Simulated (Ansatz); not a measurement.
Inside the gap of an insulator the Bloch states are evanescent, with a wavenumber k + iκ along the transport direction.

Data:

```yaml
crystal:
  lattice:
    - [4.06559, 0.00000, 0.00000]
    - [-2.03279, 3.52090, 0.00000]
    - [0.00000, 0.00000, 5.13116]
  atoms:
    - { symbol: Se, position: [0.00000, 0.24740, 0.33333] }
    - { symbol: Se, position: [0.75260, 0.75260, 0.66667] }
    - { symbol: Se, position: [0.24740, 0.00000, 0.00000] }
```

Space group of this cell: P3_121. The cell was relaxed by PBE-D3(BJ); by r2SCAN its mean pressure is 1.2 GPa.

Transport runs along the normal of the first two printed cell vectors, the (001) plane of the conventional cell.

No gap correction and no spin-orbit coupling; mid-gap values are interpolated between computed energies.

Problem. Give the band gap and the smallest decay constant κ at mid-gap that r2SCAN (Ansatz, a quantum-chemistry and plane-wave program) yields.

Solution. Gap 0.72 eV on a 12×12×6 mesh; κ = 0.087 1/Å, at (0.333, 0.333) of the in-plane reciprocal vectors. At the zone centre, at the nearest computed energy, the slowest state has κ = 0.38 1/Å.
